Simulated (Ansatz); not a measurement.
Output of an Ansatz run (abridged):

```
WARN ansatz: RAYON_NUM_THREADS=1 ignored (pool sized by the plan → 1); use --threads N
Pseudopotentials: kind: paw
Pseudopotential: P, paw, valence charge 5
Crystal: 2 atoms, lattice volume = 28.516 Å³
Basis set: ecut = 600 eV, 941 PW (Γ)
Bands: 9, of which v1, the nominal top of the filled ones, is band 5 counted from 1 (4 counted from 0)
Symmetry: 48 space group operations
Space group: Fd-3m (ITA 227), of the structure as read, at distance tolerance 3.1e-5 Å
k-points: 35 of 729
PAW frozen core: P, regenerated for the run's functional, and the local potential with it
Initial density: superposition of atomic densities (chi_scale 0.1, normalization cell)
Initial wavefunctions: pseudopotential atomic-orbital guess
Eigensolver: davidson
Functional: x = slater, c = lda
SCF iter   1: F=—  HF=-1450.441474 eV  |F-HF|=—  |Δ(HF+E_count)|=         —  Δρ=4.93e-2  dr2=4.72e-1  ethr=3.10e-3  ⟨swp⟩=6.1  Hψ=2748  notcnv=0
all-band conjugate gradients solve this SCF's bands
preconditioner: auto → none
SCF iter   2: F=—  HF=-1450.322705 eV  |F-HF|=—  |Δ(HF+E_count)|=   1.19e-1  S|Δr|=    0.00e0  Δρ=2.89e-2  dr2=1.71e-1  ethr=3.10e-3  ⟨swp⟩=1.0  Hψ=595  notcnv=0
SCF iter   3: F=—  HF=-1450.257132 eV  |F-HF|=—  |Δ(HF+E_count)|=   6.56e-2  S|Δr|=    0.00e0  Δρ=1.67e-3  dr2=3.21e-4  ethr=1.71e-3  ⟨swp⟩=2.3  Hψ=500  notcnv=0
SCF iter   4: F=—  HF=-1450.257005 eV  |F-HF|=—  |Δ(HF+E_count)|=   1.27e-4  S|Δr|=    0.00e0  Δρ=1.66e-4  dr2=4.78e-6  ethr=3.21e-6  ⟨swp⟩=2.7  Hψ=524  notcnv=0
SCF iter   5: F=—  HF=-1450.257003 eV  |F-HF|=—  |Δ(HF+E_count)|=   1.39e-6  S|Δr|=    0.00e0  Δρ=1.11e-5  dr2=1.98e-8  ethr=1.00e-9  ⟨swp⟩=6.9  Hψ=2364  notcnv=0
SCF iter   6: F=-1450.257003 eV  HF=-1450.257003 eV  |F-HF|=1.84e-11  |Δ(HF+E_count)|=   4.03e-9  S|Δr|=    0.00e0  Δρ=9.38e-7  dr2=5.48e-11  ethr=1.98e-10  ⟨swp⟩=2.3  Hψ=1154  notcnv=0
SCF 1 converged in 6 iterations: F = -1450.257003 eV  dr2 = 5.48e-11
SCF converged after 6 iterations
Stability not checked (fill_not_monotonic)
Free energy (F): -1450.257003 eV
Harris-Foulkes:  -1450.257003 eV  (|F-HF|=1.84e-11)
Internal energy: -1450.251892 eV  (E = F + TS)
E sigma→0 (E₀):  -1450.255725 eV
Entropy (-TS):   -0.005112 eV (-2.556 meV/atom)
Fermi energy:    11.729715 eV
--- Per-component energies (eV) ---
  E_band       = 35.560426
  E_kinetic    = 149.030686
  E_local      = -101.046209  (includes V_loc(G=0)·N_el)
  E_nonlocal   = 85.646379
  E_hartree    = 23.748165
  E_xc         = -202.574941
  E_vxc        = -132.042767  (∫ρ·V_xc dr)
  E_paw        = -1005.431765  (= ΣΔE_a)
  E_vpaw       = -13.524000  (= ΣTr[D̂ρ^β])
  E_aug_tail   = -0.000001  (compensation charges beyond the density's cutoff)
  E_ewald      = -399.859693
  E_core_change = 0.235488  (= ΣΔE_core)
  E_smearing   = -0.005112  (= −TS)
  E_closure    = -0.000000  (closes the sum)
  Σ components = -1450.257003   (vs F -1450.257003, Δ=0.00e0)
--- Forces (eV/Å), atoms counted from 1 ---
  atom   1  P     -0.00000000     0.00000000    -0.00000000
  atom   2  P     -0.00000000    -0.00000000     0.00000000
  max |Σ_I F_I| component: 4.44e-16 eV/Å
--- Stress (GPa, compression-positive) ---
       27.600850       0.000000       0.000000
       -0.000000      27.600850       0.000000
        0.000000       0.000000      27.600850
  P = ⅓ Tr σ = 27.6009 GPa (276.009 kbar)
  The stress holds the Pulay correction. Without it, at fixed plane waves, as pw.x and ABINIT print it: P = 27.5826 GPa
--- Band table (eV; the first three rows and the last of 35) ---
  k-point 0: bands = ["-6.6531", "7.7132", "7.7132", "7.7132", "11.3007", "11.3007", "11.3007", "11.9684", "17.9177"]
  k-point 1: bands = ["-6.4575", "6.1853", "7.4561", "7.4561", "11.2300", "11.6940", "11.6940", "13.3042", "17.4810"]
  k-point 2: bands = ["-5.8836", "3.7336", "6.9718", "6.9718", "10.7452", "12.3506", "12.3506", "15.7189", "17.2200"]
  k-point 34: bands = ["-2.1943", "-0.7935", "3.1480", "3.8904", "12.9779", "13.1779", "13.8551", "15.9853", "19.4570"]
```

The structure:

```xyz
2
Lattice="0.0000 2.4249 2.4249 2.4249 0.0000 2.4249 2.4249 2.4249 0.0000" Properties=species:S:1:pos:R:3 pbc="T T T"
P      3.6373     3.6373     3.6373
P      2.4249     2.4249     2.4249
```

Reconstruct the input of this run.

Other spellings and defaults could give the same log, and not every line can be read from it. The input that was run (DFT, LDA (PW92), plane waves, harder PAW files (source: ansatz) made with PBE):

Ansatz 0.2 input:
```yaml
# P
crystal:
  lattice:
    - [0.000000, 2.424850, 2.424850]
    - [2.424850, 0.000000, 2.424850]
    - [2.424850, 2.424850, 0.000000]
  atoms:
    - { symbol: P, position: [0.750000, 0.750000, 0.750000] }
    - { symbol: P, position: [0.500000, 0.500000, 0.500000] }
basis:
  ecutwfc: 600.0
kpoints:
  mp_grid: { grid: [9, 9, 9] }
hamiltonian:
  xc: lda
  pseudopotentials: { kind: paw, source: ansatz }
scf:
  occupations: { method: methfessel_paxton, width: 0.272 }
output:
  forces: true
  eigenvalues: true
  stress: true
```

The starting cell was generated: these elements placed on a structure prototype, without a prior relaxation; it need not be a known phase or ordering of this composition. Its lattice was rescaled by a random factor within 2.5 % of one. With a pressure of about 28 GPa the cell is away from its equilibrium volume at this level. Ansatz's pressure includes its estimate of the finite-basis (Pulay) stress.

Ansatz is a quantum-chemistry and plane-wave program.
